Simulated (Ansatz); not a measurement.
Start from OsO$_{2}$ in the CdI2 type structure (space group P-3m1, No. 164; a hypothetical phase, not in the database extracts checked; layered, stacked along the Cartesian z axis; relaxed with 0.1 eV smearing).

```yaml
crystal:
  lattice:
    - [2.76878, 0.00000, 0.00000]
    - [-1.38439, 2.39783, 0.00000]
    - [0.00000, 0.00000, 5.10069]
  atoms:
    - { symbol: Os, position: [0.00000, 0.00000, 0.00000] }
    - { symbol: O, position: [0.33333, 0.66667, 0.25297] }
    - { symbol: O, position: [0.66667, 0.33333, 0.74703] }
```

Cartesian axes are those of the cell as printed.

Calculations: Kohn–Sham DFT with the PBE-D3(BJ) functional, run in Ansatz (an electronic-structure program) with PAW and 420 eV plane waves, scalar-relativistic without spin-orbit coupling.

Strains are applied to the cell and any free atomic positions relax; under biaxial strain the out-of-plane vector relaxes too.

One change was made to it. Results:

The pressure (mean of the normal stresses, compression positive) goes from zero to -5.7 GPa; the band gap is still zero.

Which change produced these results?
(A) isotropic strain +3.83 %
(B) biaxial strain +0.53 %, plane normal [001], relaxed out of plane
(C) uniaxial strain ε_xx = +1.48 %

A, isotropic strain +3.83 %. For comparison, the pressure in the other runs: biaxial strain +0.53 %, plane normal [001], relaxed out of plane gives -1.0 GPa; uniaxial strain ε_xx = +1.48 % gives -1.5 GPa.

No phonon test of stability was made. No Hubbard U is applied, and correlation can decide whether such a compound is a metal. All final runs are without spin polarisation.
